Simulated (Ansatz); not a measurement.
The reference is Mo in the bcc (W type) structure (space group Im-3m, No. 229; relaxed with 0.1 eV smearing).

```
CELL_PARAMETERS angstrom
     -1.57548     1.57548     1.57548
      1.57548    -1.57548     1.57548
      1.57548     1.57548    -1.57548
ATOMIC_POSITIONS crystal
  Mo 0.00000 0.00000 0.00000
```

Cartesian axes are those of the cell as printed.

Computed with r2SCAN (Ansatz, a quantum-chemistry and plane-wave program), without spin-orbit coupling.

Base values:

The pressure is 0.0 GPa.

Now apply this change: biaxial strain −1.67 %, plane normal [111], relaxed out of plane (Cartesian); in-plane vectors clamped, the third vector and the atoms free.

Question: Estimate the effect on the pressure.

Answer: The pressure (mean of the normal stresses, compression positive) goes from zero to 4.8 GPa.

Question: How does this affect the ratio −ε⊥/ε∥?

Answer: The ratio −ε⊥/ε∥ is 1.05.

Question: What happens to the energy relative to the base?

Answer: The energy grows by 12 meV/atom.

Whether these cells are dynamically stable was not tested. All final runs are without spin polarisation.
